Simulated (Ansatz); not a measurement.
Take BN in the zinc blende structure (space group F-43m, No. 216; a = 3.581 Å) as the base. Axes: x, y, z lie along the cube axes.

Calculations: Ansatz (an electronic-structure program), LDA, PAW, cutoff 420 eV, without spin-orbit coupling.

Before the change:

Pressure: -0.01 GPa
Smallest direct gap: 8.83 eV
Electron mass: 0.90 mₑ along k, 0.30 mₑ across (at X)
Band gap: 4.39 eV

The change: biaxial strain +3.00 %, plane normal [001], relaxed out of plane (Cartesian); in-plane vectors clamped, the third vector and the atoms free.

**Question.** How does this affect the pressure?

**Answer.** The pressure (mean of the normal stresses, compression positive) decreases by 16.64 GPa, from -0.01 GPa to -16.65 GPa.

**Question.** Predict the new smallest direct gap.

**Answer.** The smallest direct gap shrinks by 0.66 eV, from 8.83 eV to 8.17 eV.

**Question.** Predict the new electron mass.

**Answer.** The electron mass changes from 0.90 mₑ along k, 0.30 mₑ across (at X) to 0.84 mₑ along k, 0.31 mₑ across (at X).

**Question.** What happens to the band gap?

**Answer.** The band gap falls by 0.80 eV (4.39 eV → 3.59 eV).

Effective masses come from finite differences of ±0.01 Å⁻¹. Along k means along the line from Γ to the band edge. Gaps are read on the SCF mesh and a high-symmetry path. Stability against distortions was not tested.
